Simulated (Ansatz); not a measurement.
# Os: response to strain

The parent structure is Os in the hcp (Mg type) structure (space group P6_3/mmc, No. 194; a = 2.7290 Å, c = 4.3091 Å; relaxed with 0.1 eV smearing). Axes: x lies along a and z along c of the hexagonal cell.

Strains are applied to the cell and any free atomic positions relax.

All numbers come from plane-wave PAW DFT at the PBEsol level (Ansatz, an electronic-structure program, 420 eV), scalar-relativistic without spin-orbit coupling.

Notes on the quantities. pressure: mean of the normal stresses, compression positive; energy relative to the base: free energy F.

```tsv
case	pressure	energy relative to the base	shortest interatomic distance
base	0.0 GPa	0 meV/atom	5.044 bohr
uniaxial strain ε_zz = −3.00 %	15.3 GPa	+37 meV/atom	4.946 bohr
uniaxial strain ε_zz = −2.00 %	9.8 GPa	+16 meV/atom	4.979 bohr
uniaxial strain ε_zz = −1.50 %	7.2 GPa	+8.9 meV/atom	4.995 bohr
uniaxial strain ε_zz = −1.00 %	4.7 GPa	+3.9 meV/atom	5.011 bohr
uniaxial strain ε_zz = +0.50 %	?	?	?
uniaxial strain ε_zz = +1.00 %	-4.3 GPa	+3.7 meV/atom	5.077 bohr
uniaxial strain ε_zz = +2.00 %	-8.3 GPa	+14 meV/atom	5.110 bohr
uniaxial strain ε_zz = +2.50 %	-10.2 GPa	+22 meV/atom	5.127 bohr
uniaxial strain ε_zz = +3.00 %	-12.0 GPa	+32 meV/atom	5.143 bohr
```

Question: Complete the table.

Answer: 
- uniaxial strain ε_zz = +0.50 %, pressure: -2.2 GPa
- uniaxial strain ε_zz = +0.50 %, energy relative to the base: +0.9 meV/atom
- uniaxial strain ε_zz = +0.50 %, shortest interatomic distance: 5.060 bohr

Stability against distortions was not tested. All final runs are without spin polarisation.
